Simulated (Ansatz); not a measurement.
## K2S: energy against volume

K2S (antifluorite, Fm-3m, 32.900 Å³/atom and stress up to 0.01 GPa in the relaxed cell, cube axes along x, y and z) under an equal strain ε along all three axes. PBEsol in Ansatz, a plane-wave DFT program (PAW, default set), 420 eV, 8×8×8 Γ-centred mesh, Fermi-Dirac smearing 0.05 eV; ions are relaxed, or left where forces stay under 0.02 eV/Å, within the symmetry of each cell.

Here V stands for volume and E for E less E0.

```
volume (Å³/atom)  E less E0 (meV/atom)  pressure (GPa)
----------------  --------------------  --------------
30.9650                           8.01            1.40
31.4414                           4.44            1.01
31.9226                           1.95            0.65
32.4087                           0.49            0.32
32.8998                           0.00            0.01
33.3957                           0.44           -0.28
33.8966                           1.75           -0.55
34.4026                           3.91           -0.81
34.9135                           6.85           -1.04
35.9504                              ?               ?
```

Taking the third-order Birch-Murnaghan form, a cubic in V^(-2/3) for E over the 9 complete rows: With u = V^(-2/3) - 0.0974, the rows have u = 0.0040112, 0.0029842, 0.0019729, 0.0009767, -0.0000047, -0.0009713, -0.0019236, -0.0028621, -0.0037867. Least squares gives E = 0.000 + 22.2·u + 487809·u² + 1109767·u³. Residuals (row less fit): 0.001, 0.000, -0.001, 0.002, 0.000, 0.002, -0.004, 0.004, 0.000; standard error 0.003 (degrees of freedom: 5). Its minimum lies at u = -0.0000228, so V0 = (0.0973772)^(-3/2) = 32.91. There d²E/du² = 975500 and d³E/du³ = 6659000, so B0 = (4/9) × 32.91^(-7/3) × 975500 × 0.160218 = 20.0 GPa (the last factor turns the table's units into GPa), and B0' = 4 + (2/3) × 0.0973772 × (6659000)/975500 = 4.4. B0' rests on the cubic coefficient alone and has a standard error of 0.1 from these residuals.

What does the fit predict for E at V = 35.9504, and how far is the calculated value from it?

u = -0.0055955, so E = 0.000 + 22.2 × (-0.0055955) + 487809 × (-0.0055955)² + 1109767 × (-0.0055955)³ = 14.954 meV/atom. The calculation gives 14.96 meV/atom, 0.006 meV/atom above the prediction (0.0 % of the range of E in the table). The row lies outside the fitted rows, so this is an extrapolation. The scatter of the fitted rows lies at the last printed digit.

Other structures, which can take over under pressure, weren't tried. The same form fitted to the pressure column gives B0' = 4.4; series where the two differ by over 0.4 aren't shown. Rows are the converged runs of the series near zero and its far end, less any whose ions stayed unrelaxed beside relaxed ones; series whose fitted rows scatter by over a few per cent of the range, as at a crossing or softening among them, aren't shown in this form.
